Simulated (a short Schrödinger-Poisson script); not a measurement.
Structure: MOS inversion layer, Si3N4 on p-type Si(111), at 300 K.

From the gate side: 6.1 nm Si3N4; 940 nm Si, acceptors 2.1e17 cm⁻³.

The device is made up for the run: typed textbook-type constants, with dimensions and the other settings drawn at random. Si3N4: permittivity 7.5, conduction-band edge (eV) 1.95, gap (eV) 5.1, electron mass (mₑ) 0.5. Si: permittivity 11.7, conduction-band edge (eV) 0, gap (eV) 1.124, Nv at 300 K (cm⁻³) 3.1e19.

Channel valleys (confinement mass, in-plane density-of-states mass, number): Δ6 0.258, 0.358, 6. At the gate the conduction-band edge of layer 1 lies 2.46 eV − eVg above the Fermi level of the channel; the field vanishes at the back. Gaps are held at their typed values at every temperature. Mesh 0.03 nm at interfaces.

From a short Schrödinger-Poisson script (our own, NumPy): 1D Poisson equation in equilibrium, electrons quantum, Hartree (BenDaniel-Duke, 12 states a valley, the channel's in-plane mass for all, wave functions ending at the dielectric), parabolic valleys, classical holes, full ionisation, no traps, pinning or gate leakage.

| Vg (V) | electrons (cm⁻²) | C (μF/cm²) | Δ6 E0 (meV from the Fermi level) |
|---|---|---|---|
| 0.6 | 3.19e9 | 0.141 | 231.6 |
| 0.7 | 6.05e10 | 0.325 | 155.3 |
| 0.8 | 3.32e11 | 0.631 | 111.0 |
| 0.9 | 7.56e11 | 0.756 | 89.4 |
| 1 | 1.24e12 | 0.811 | 76.2 |
| 1.1 | 1.75e12 | 0.842 | 66.9 |
| 1.2 | 2.28e12 | 0.863 | 59.6 |
| 1.3 | 2.82e12 | 0.878 | 53.8 |
| 1.4 | 3.37e12 | 0.889 | 48.8 |
| 1.5 | 3.93e12 | 0.898 | 44.4 |
| 1.6 | 4.49e12 | 0.906 | 40.6 |
| 1.7 | 5.06e12 | 0.913 | 37.2 |
| 1.8 | 5.63e12 | 0.918 | 34.0 |
| 1.9 | 6.21e12 | 0.923 | 31.2 |
| 2 | 6.79e12 | 0.928 | 28.5 |
| 2.1 | 7.37e12 | 0.932 | 26.0 |
| 2.2 | 7.95e12 | 0.935 | 23.7 |

Gate voltages with under 1e9 electrons/cm² are left out.

At Vg = 2.2 V the lowest Δ6 subband lies at 23.7 meV from the Fermi level. How many electrons does it hold, and what share of all?

The two-dimensional density of states is g m/(πħ²) = 8.97e11 cm⁻² meV⁻¹ (both spins), kT = 25.9 meV, so n = D kT ln(1 + exp(−E/kT)) = 7.81e12 cm⁻², 0.98 of the 7.95e12 cm⁻² in all.

Compare the slope of the sheet density between 2 and 2.2 V with the geometric capacitance of the layers between gate and channel.

q Δn/ΔV = 0.929 μF/cm²; ε0/Σ(t/ε) = 1.09 μF/cm². The ratio is 0.85: the channel acts as a further capacitance in series.
